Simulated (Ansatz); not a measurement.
Start from MgO in the rock salt structure (space group Fm-3m, No. 225; a = 4.1592 Å). Axes: x, y, z lie along the cube axes.

All numbers come from plane-wave PAW DFT at the LDA level (Ansatz, a first-principles code, 420 eV), no SOC.

Before the change:

```
Quantity                            Result
---------------------  -------------------
Pressure                         -0.01 GPa
Band gap                           5.03 eV
Valence-band top at Γ  0.00, 0.00, 0.00 eV
```

Perturbation: tensile biaxial strain of 0.42 % in the plane normal to [111], as in epitaxy on a mismatched substrate; the out-of-plane cell vector and the atoms relax.

Problem. How does this affect the pressure, band gap and valence-band top at Γ?

Solution. The pressure (mean of the normal stresses, compression positive) shrinks by 1.15 GPa, from -0.01 GPa to -1.16 GPa; the band gap falls by 0.099 eV to 4.94 eV; the valence-band top at Γ (three highest levels, from the VBM) changes from 0.00, 0.00, 0.00 eV to 0.00, -0.04, -0.04 eV.

Stability against distortions was not tested.
